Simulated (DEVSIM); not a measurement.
Device: abrupt InP p-n junction, at 300 K.

| layer (left to right) | material | thickness (μm) | Nd (cm⁻³) | Na (cm⁻³) | τn (s) | τp (s) |
|---|---|---|---|---|---|---|
| 1 | InP | 1.60 | - | 1.4e17 | 5.5e-8 | 5.5e-8 |
| 2 | InP | 110 | 2.8e17 | - | 5.5e-8 | 5.5e-8 |

Left contact: ohmic. Right contact: ohmic. Voltage is applied to the left contact. Recombination: SRH at mid-gap, radiative, Auger. Mobility is μmin + (μ − μmin)/(1 + (N/Nref)^α).

The device is made up for the run: typed textbook-type constants, with dimensions and the other settings drawn at random. Values at 300 K.

| parameter | InP |
|---|---|
| gap (eV) | 1.344 |
| affinity (eV) | 4.38 |
| permittivity | 12.5 |
| Nc (cm⁻³) | 5.7e17 |
| Nv (cm⁻³) | 1.1e19 |
| μn (cm²/Vs) | 5200 |
| μp (cm²/Vs) | 170 |
| μn,min | 400 |
| μp,min | 10 |
| Nref,n | 3e17 |
| Nref,p | 4.9e17 |
| αn | 0.47 |
| αp | 0.62 |
| B (cm³/s) | 1.2e-10 |
| Cn (cm⁶/s) | 9e-31 |
| Cp (cm⁶/s) | 9e-31 |

Simulated with DEVSIM: 1D drift-diffusion, Boltzmann statistics, complete ionisation; no tunnelling, impact ionisation, image-force lowering or self-heating.

**Question.** Tabulate band edges, carrier densities and field at zero bias.

**Answer.** Energies count from the Fermi level of the right contact; mesh points crowd at the junctions.

```
x (μm)   Ec (eV)  Ev (eV)  n (cm⁻³)  p (cm⁻³)  field (V/cm)
-------  -------  -------  --------  --------  ------------
0.000      1.231   -0.113     < 1e2    1.4e17           ≈ 0
0.03927    1.231   -0.113     < 1e2    1.4e17           ≈ 0
0.1474     1.231   -0.113     < 1e2    1.4e17           ≈ 0
0.4204     1.231   -0.113     < 1e2    1.4e17           ≈ 0
1.187      1.231   -0.113     < 1e2    1.4e17           ≈ 0
1.455      1.231   -0.113     < 1e2    1.4e17          -110
1.562      0.957   -0.387     < 1e2    3.5e12       -100000
1.609      0.280   -1.064    1.1e13     < 1e2       -140000
1.665      0.020   -1.324    2.7e17     < 1e2         -1500
1.822      0.018   -1.326    2.8e17     < 1e2           ≈ 0
2.230      0.018   -1.326    2.8e17     < 1e2           ≈ 0
3.991      0.018   -1.326    2.8e17     < 1e2           ≈ 0
8.005      0.018   -1.326    2.8e17     < 1e2           ≈ 0
19.41      0.018   -1.326    2.8e17     < 1e2           ≈ 0
64.89      0.018   -1.326    2.8e17     < 1e2           ≈ 0
94.07      0.018   -1.326    2.8e17     < 1e2           ≈ 0
105.3      0.018   -1.326    2.8e17     < 1e2           ≈ 0
109.2      0.018   -1.326    2.8e17     < 1e2           ≈ 0
111.0      0.018   -1.326    2.8e17     < 1e2           ≈ 0
111.4      0.018   -1.326    2.8e17     < 1e2           ≈ 0
111.5      0.018   -1.326    2.8e17     < 1e2           ≈ 0
111.6      0.018   -1.326    2.8e17     < 1e2           ≈ 0
```
